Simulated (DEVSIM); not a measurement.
Structure: illuminated Si n-on-p cell, one wavelength, at 300 K.

Layer 1 from the left is Si, thickness (μm) 0.910, Nd (cm⁻³) 8.1e18, τn (s) 3.9e-8, τp (s) 9.1e-8, absorption coefficient (cm⁻¹) 610. Layer 2 from the left is Si, thickness (μm) 130, Na (cm⁻³) 1e16, τn (s) 4.8e-7, τp (s) 4.8e-7, absorption coefficient (cm⁻¹) 610.

Left contact: ohmic, minority hole recombination velocity 30000 cm/s. Right contact: ohmic, minority electron recombination velocity 100 cm/s. Voltage is applied to the left contact. Recombination: SRH at mid-gap, radiative, Auger. Light enters at the left, 1.6e18 photons cm⁻² s⁻¹, one pass, no reflection. Mobility is μmin + (μ − μmin)/(1 + (N/Nref)^α).

This is a model device: material constants are rounded textbook-type values typed into the input, and sizes, dopings and lifetimes were drawn at random. Values at 300 K.

Si: gap (eV) 1.124, affinity (eV) 4.05, permittivity 11.7, Nc (cm⁻³) 2.86e19, Nv (cm⁻³) 3.1e19, μn (cm²/Vs) 1417, μp (cm²/Vs) 470, μn,min 52, μp,min 45, Nref,n 9.7e16, Nref,p 2.2e17, αn 0.68, αp 0.72, B (cm³/s) 4.7e-15, Cn (cm⁶/s) 2.8e-31, Cp (cm⁶/s) 9.9e-32.

Model (solved in DEVSIM): 1D drift-diffusion, Boltzmann statistics, complete ionisation; no tunnelling, impact ionisation, image-force lowering or self-heating.

Dark forward current:

| |V| (V) | |J| (A/cm²) |
|---|---|
| 0.05 | 8.870e-9 |
| 0.10 | 3.187e-8 |
| 0.15 | 9.724e-8 |
| 0.20 | 2.965e-7 |
| 0.25 | 9.758e-7 |
| 0.30 | 3.724e-6 |
| 0.35 | 1.725e-5 |
| 0.40 | 9.527e-5 |
| 0.45 | 0.0005899 |
| 0.50 | 0.003873 |
| 0.55 | 0.02586 |
| 0.60 | 0.1637 |
| 0.65 | 0.7975 |
| 0.70 | 2.457 |
| 0.75 | 5.406 |
| 0.80 | 10.21 |
| 0.85 | 18.81 |
| 0.90 | 37.17 |
| 0.95 | 80.70 |
| 1.00 | 176.8 |
| 1.05 | 361.3 |
| 1.10 | 670.8 |
| 1.15 | 1130 |
| 1.20 | 1743 |
| 1.25 | 2498 |

Question: Work out the local ideality factor n = ΔV / (kT/q · ln(J2/J1)) between the rows 0.15 and 0.20 V, 0.50 and 0.55 V, 1.20 and 1.25 V.

Answer: kT/q = 25.85 mV. From 0.15 to 0.20 V: ln(2.965e-7/9.724e-8) = 1.115, n = 1.73. From 0.50 to 0.55 V: ln(0.02586/0.003873) = 1.899, n = 1.02, near the 1 of diffusion or emission over a barrier. From 1.20 to 1.25 V: ln(2498/1743) = 0.360, n = 5.37.

Question: What current could the absorbed light give at most, and what share is collected?

Answer: Σ αd = 7.99, so qΦ(1 − exp(−Σ αd)) = 256 mA/cm². The simulated short-circuit current is 181.9 mA/cm², a share of 0.71.

Question: Estimate the open-circuit voltage by superposition: the voltage at which the dark current equals that short-circuit current.

Answer: Interpolating ln J in the table gives 0.603 V. The simulation gives 0.600 V; the estimate lies 3 mV above. Superposition holds where collection doesn't change with voltage.

Question: Estimate the fill factor from FF0 = (v − ln(v + 0.72))/(v + 1), v = qVoc/(nkT), with n from the dark curve.

Answer: The rows about Voc, 0.55 and 0.60 V, give n = 1.05, so v = 22.1 and FF0 = 0.822. The simulation gives 0.820, the same within the digits that matter.
